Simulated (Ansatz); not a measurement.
# Input and output of a self-consistent single point for SrHI (P4/nmm, 6 atoms in the cell) (Ansatz)

Method: LDA (PW92), default PAW files made with PBE (plane waves; Ansatz, an electronic-structure program).

Input as run:

Ansatz 0.2 input:
```yaml
# SrHI
crystal:
  lattice:
    - [4.302439, 0.000000, 0.000000]
    - [0.000000, 4.302439, 0.000000]
    - [0.000000, 0.000000, 9.125103]
  atoms:
    - { symbol: Sr, position_ang: [0.000000, 2.151219, 1.320220] }
    - { symbol: Sr, position_ang: [2.151219, 0.000000, 7.804883] }
    - { symbol: H, position_ang: [2.151219, 2.151219, 0.000000] }
    - { symbol: H, position_ang: [0.000000, 0.000000, 0.000000] }
    - { symbol: I, position_ang: [0.000000, 2.151219, 6.248597] }
    - { symbol: I, position_ang: [2.151219, 0.000000, 2.876506] }
basis:
  ecutwfc: 420.0
kpoints:
  mp_grid: { grid: [6, 6, 3] }
hamiltonian:
  xc: lda
  pseudopotentials: { kind: paw }
scf:
  occupations: { method: fixed }
output:
  forces: true
  eigenvalues: true
  stress: true
```

Output, abridged:

```
WARN ansatz: RAYON_NUM_THREADS=1 ignored (pool sized by the plan → 1); use --threads N
Pseudopotentials: kind: paw
Pseudopotential: Sr, paw, valence charge 10
Pseudopotential: H, paw, valence charge 1
Pseudopotential: I, paw, valence charge 17
Crystal: 6 atoms, lattice volume = 168.915 Å³
Basis set: ecut = 420 eV, 3263 PW (Γ)
Bands: 34, of which v1, the nominal top of the filled ones, is band 28 counted from 1 (27 counted from 0)
Symmetry: 16 space group operations
Space group: P4/nmm (ITA 129), of the structure as read, at distance tolerance 5.5e-5 Å
k-points: 20 of 108
PAW frozen core: Sr, regenerated for the run's functional, and the local potential with it
PAW frozen core: I, regenerated for the run's functional, and the local potential with it
Initial density: superposition of atomic densities (neutral atoms: chi_scale 0, normalization atom), corrected by the library's trained network
Initial wavefunctions: pseudopotential atomic-orbital guess
Eigensolver: davidson
Functional: x = slater, c = lda
SCF iter   1: F=—  HF=-21638.855755 eV  |F-HF|=—  |Δ(HF+E_count)|=         —  Δρ=6.89e-3  dr2=5.96e-2  ethr=1.77e-3  ⟨swp⟩=6.7  Hψ=2852  notcnv=0  defer=74
all-band conjugate gradients solve this SCF's bands
preconditioner: auto → Resta (q_TF=auto, 2.270 Å⁻¹)
SCF iter   2: F=—  HF=-21638.841000 eV  |F-HF|=—  |Δ(HF+E_count)|=   1.48e-2  Δρ=3.08e-3  dr2=1.16e-2  ethr=1.06e-4  ⟨swp⟩=3.1  Hψ=1236  notcnv=0  defer=79
SCF iter   3: F=—  HF=-21638.838216 eV  |F-HF|=—  |Δ(HF+E_count)|=   2.78e-3  Δρ=4.00e-4  dr2=2.64e-4  ethr=2.06e-5  ⟨swp⟩=3.0  Hψ=967  notcnv=0  defer=80
SCF iter   4: F=—  HF=-21638.838245 eV  |F-HF|=—  |Δ(HF+E_count)|=   2.90e-5  Δρ=1.27e-4  dr2=4.66e-5  ethr=4.72e-7  ⟨swp⟩=2.7  Hψ=1166  notcnv=0  defer=80
SCF iter   5: F=—  HF=-21638.838245 eV  |F-HF|=—  |Δ(HF+E_count)|=   7.98e-7  Δρ=2.32e-5  dr2=9.22e-7  ethr=8.32e-8  ⟨swp⟩=3.0  Hψ=1209  notcnv=0  defer=80
SCF iter   6: F=-21638.838246 eV  HF=-21638.838246 eV  |F-HF|=5.14e-8  |Δ(HF+E_count)|=   5.96e-7  Δρ=6.06e-6  dr2=8.37e-8  ethr=1.79e-10  ⟨swp⟩=17.9  Hψ=5046  notcnv=0
SCF 1 converged in 6 iterations: F = -21638.838246 eV  dr2 = 8.37e-8
SCF converged after 6 iterations
Free energy (F): -21638.838246 eV
Harris-Foulkes:  -21638.838246 eV  (|F-HF|=5.14e-8)
Internal energy: -21638.838246 eV  (E = F + TS)
E sigma→0 (E₀):  -21638.838246 eV
Fermi energy:    4.439967 eV
--- Per-component energies (eV) ---
  E_band       = -1008.047505
  E_kinetic    = 894.219257
  E_local      = -5595.276036  (includes V_loc(G=0)·N_el)
  E_nonlocal   = 243.424615
  E_hartree    = 2490.892434
  E_xc         = -614.866712
  E_vxc        = -603.314582  (∫ρ·V_xc dr)
  E_paw        = -14515.789069  (= ΣΔE_a)
  E_vpaw       = -928.893310  (= ΣTr[D̂ρ^β])
  E_aug_tail   = -0.002059  (compensation charges beyond the density's cutoff)
  E_ewald      = -4543.591379
  E_core_change = 2.150701  (= ΣΔE_core)
  E_smearing   = -0.000000  (= −TS)
  E_closure    = -0.000000  (closes the sum)
  Σ components = -21638.838246   (vs F -21638.838246, Δ=0.00e0)
--- Forces (eV/Å), atoms counted from 1 ---
  atom   1  Sr     0.00000000     0.00000000    -0.00683457
  atom   2  Sr     0.00000000     0.00000000     0.00683457
  atom   3  H     -0.00000000     0.00000000     0.00000000
  atom   4  H     -0.00000000     0.00000000     0.00000000
  atom   5  I      0.00000000     0.00000000     0.21691397
  atom   6  I      0.00000000     0.00000000    -0.21691397
  max |Σ_I F_I| component: 8.47e-22 eV/Å
--- Stress (GPa, compression-positive) ---
       -3.066489       0.000000       0.000000
        0.000000      -3.066489       0.000000
        0.000000       0.000000      -2.346074
  P = ⅓ Tr σ = -2.8264 GPa (-28.264 kbar)
  The stress holds the Pulay correction. Without it, at fixed plane waves, as pw.x and ABINIT print it: P = -2.8608 GPa
--- Band table (eV; the first three rows and the last of 20) ---
  k-point 0: bands = ["-38.9810", "-38.9810", "-38.9775", "-38.9775", "-38.9684", "-38.9684", "-38.9682", "-38.9682", "-38.9643", "-38.9643", "-29.1843", "-29.1615", "-11.3693", "-11.2094", "-11.2004", "-11.2004", "-11.1171", "-11.1171", "-7.0012", [...]
  k-point 1: bands = ["-38.9810", "-38.9810", "-38.9775", "-38.9775", "-38.9684", "-38.9684", "-38.9682", "-38.9682", "-38.9644", "-38.9643", "-29.1843", "-29.1615", "-11.3683", "-11.2108", "-11.2003", "-11.2003", "-11.1171", "-11.1171", "-6.9737", [...]
  k-point 2: bands = ["-38.9811", "-38.9810", "-38.9774", "-38.9774", "-38.9684", "-38.9683", "-38.9683", "-38.9682", "-38.9643", "-38.9643", "-29.1814", "-29.1617", "-11.3585", "-11.2770", "-11.1914", "-11.1708", "-11.1585", "-11.1192", "-6.9328", [...]
  k-point 19: bands = ["-38.9812", "-38.9812", "-38.9768", "-38.9768", "-38.9685", "-38.9685", "-38.9683", "-38.9683", "-38.9641", "-38.9641", "-29.1625", "-29.1625", "-11.3552", "-11.3552", "-11.2371", "-11.2371", "-11.1998", "-11.1998", "-6.6250", [...]
```

The run converged in 6 iterations.

The starting cell comes from a database of computed structures (which also holds hypothetical and non-ambient phases and stackings), without a prior relaxation at this level. Its lattice was rescaled by up to half a per cent. Spin-orbit coupling is off. Ansatz's pressure includes its estimate of the finite-basis (Pulay) stress.
